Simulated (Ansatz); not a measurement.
Seebeck coefficient (μV/K, mean over directions) of p-type ZnS (F-43m) against carrier density, PBEsol with spin-orbit coupling, rigid bands run with Ansatz (an electronic-structure program). Computed gap 2.06 eV; densities at which minority carriers matter at this gap, or further valleys turn the trend, are left out. Conductivity mass 0.84 mₑ (harmonic mean over directions), N_v = 5.1e19 cm⁻³ at 300 K.

```
hole density  300 K  500 K
------------  -----  -----
1e16 cm⁻³         …      …
1e17 cm⁻³       777    855
1e18 cm⁻³         …    656
3e18 cm⁻³       484    562
1e19 cm⁻³       382    459
3e19 cm⁻³       292    365
1e20 cm⁻³       201    266
3e20 cm⁻³       128    182
1e21 cm⁻³        65    102
```

Q: Complete the blanks.

A: 
- 1e16 cm⁻³, 300 K: 975
- 1e16 cm⁻³, 500 K: 1053
- 1e18 cm⁻³, 300 K: 578

Rigid bands with a gap fixed in temperature, one relaxation time for all states, no polarons or phonon drag, and whether or not such doping can be reached.
